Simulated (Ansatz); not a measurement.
The parent structure is SrTiO$_{3}$ in the cubic perovskite structure (space group Pm-3m, No. 221).

```yaml
crystal:
  lattice:
    - [3.85418, 0.00000, 0.00000]
    - [0.00000, 3.85418, 0.00000]
    - [0.00000, 0.00000, 3.85418]
  atoms:
    - { symbol: Sr, position: [0.00000, 0.00000, 0.00000] }
    - { symbol: Ti, position: [0.50000, 0.50000, 0.50000] }
    - { symbol: O, position: [0.50000, 0.00000, 0.50000] }
    - { symbol: O, position: [0.00000, 0.50000, 0.50000] }
    - { symbol: O, position: [0.50000, 0.50000, 0.00000] }
```

Cartesian axes are those of the cell as printed.

Method: DFT with LDA, PAW potentials and a 420 eV plane-wave cutoff in Ansatz (an electronic-structure program), without spin-orbit coupling.

Base values:

- Band gap: 1.85 eV

One thing is altered: tensile biaxial strain of 1.20 % in the plane normal to [001], as in epitaxy on a mismatched substrate; the out-of-plane cell vector and the atoms relax.

Estimate the effect on the out-of-plane strain.

The out-of-plane strain is -0.67 %.

What does the calculation give for the band gap after the change?

The band gap shrinks by 0.065 eV to 1.79 eV.

Stability against distortions was not tested. All final runs are without spin polarisation. Many cubic perovskites are stable only at high temperature; tilts and polar distortions were not tested.
